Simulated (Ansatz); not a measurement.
Cell and atoms of amorphous Cu24Zr24:

```xyz
48
Lattice="9.2308 0.1285 -0.0153 0.1285 9.4899 0.4008 -0.0153 0.4008 9.7149" Properties=species:S:1:pos:R:3 pbc="T T T"
Cu     5.0765     3.9426     6.3517
Cu     8.3910     8.0840     1.6812
Cu     3.1858     2.9923     0.2188
Cu     3.8316     3.6661     4.0869
Cu     6.7669     2.3367     7.3663
Cu     8.7583     3.3890     4.1641
Cu     0.1960     2.3338     6.7559
Cu     6.3328     9.0573     0.9184
Cu     0.2974     5.8466     1.0497
Cu     2.4983     5.7451     9.7092
Cu     4.4741     4.6410     1.7265
Cu     6.7772     1.9569     0.1844
Cu     6.1592     6.7154     1.9924
Cu     7.6558     7.3163     6.0432
Cu     4.0422     1.7661     5.9859
Cu     3.1611     7.0669     7.4968
Cu     1.0814     8.6108     3.5114
Cu     1.3946     1.8468     9.2860
Cu     2.2895     1.0135     1.8856
Cu     1.4787     4.5919     4.8473
Cu     1.3475     7.0806     5.5271
Cu     4.1988     8.7035     2.2324
Cu     3.5096     5.7651     5.5501
Cu     5.4727     6.4228     6.9654
Zr     0.5835     6.9704     8.0368
Zr     5.8933     9.1057     7.0445
Zr     2.4228     3.9511     7.3613
Zr     1.7891     1.8573     4.4390
Zr     7.2810     6.9151     9.0814
Zr     8.3779     0.5225     8.5536
Zr     6.5448     8.7594     3.8286
Zr     8.8282     6.3082     3.7097
Zr     1.7319     8.2911     0.7923
Zr     4.8414     1.8916     2.1745
Zr     4.4584     7.6242     9.6876
Zr     8.0702     4.7566     6.5015
Zr     7.2498     4.1573     1.9322
Zr     8.8475     4.0822     9.1657
Zr     4.3509     1.3754     8.7969
Zr     5.4135     4.5197     8.9260
Zr     8.5992     1.3165     2.1285
Zr     8.9000     9.6530     5.7205
Zr     2.2155     9.6238     7.5608
Zr     1.4420     3.6993     2.0622
Zr     3.4981     8.6574     4.9324
Zr     2.8829     6.3364     2.9623
Zr     5.8572     5.5683     4.3742
Zr     6.4556     2.1947     4.6609
```

The numbers are results of PBE, scalar-relativistic without spin-orbit coupling (plane waves to 420 eV, PAW; Ansatz, a program for electronic structure), not measurements.

Preparation: random packing, a CHGNet melt and quench, and a DFT relaxation. The hot cell started wider than the set density and was brought back towards it in steps. It is the lowest in DFT energy of 3 quenches. It is a model cell: composition and starting density were chosen by hand, and all elements were melted together. No dispersion term was used. Its density started from a set value of 7.20 and ended at 7.26 g/cm³. The simulated quench (nominally 110 K/ps over its main leg) is rapid and tends to freeze in more defects than a deposited or slowly cooled glass has. Values belong to this one cell and scatter from quench to quench. Volume and shape were free in the relaxation. On a 2×2×2 Γ-centred mesh force components of up to 0.21 eV/Å stay, since the relaxation ran on one k-point at (1/4, 1/4, 1/4).

Bonds are counted up to Cu-Cu 3.20 Å, Cu-Zr 3.78 Å, Zr-Zr 4.04 Å.

Question: Give the coordination numbers, mean bond lengths and angles.

Answer: 
* **Mean coordination of Cu**: 10.79 (1 with 9, 9 with 10, 8 with 11, 6 with 12)
* **Mean coordination of Zr**: 15.12 (2 with 13, 6 with 14, 5 with 15, 9 with 16, 2 with 17)
* **Mean Zr-Zr bond**: 3.356 Å (spread 0.255 Å, 96 counted)
* **Mean Cu-Zr bond**: 2.942 Å (spread 0.270 Å, 171 counted)
* **Mean Cu-Cu bond**: 2.601 Å (spread 0.147 Å, 44 counted)
* **Bond angle at Cu**: mean 97.4°, spread 33.1°
* **Bond angle at Zr**: mean 95.3°, spread 34.9°
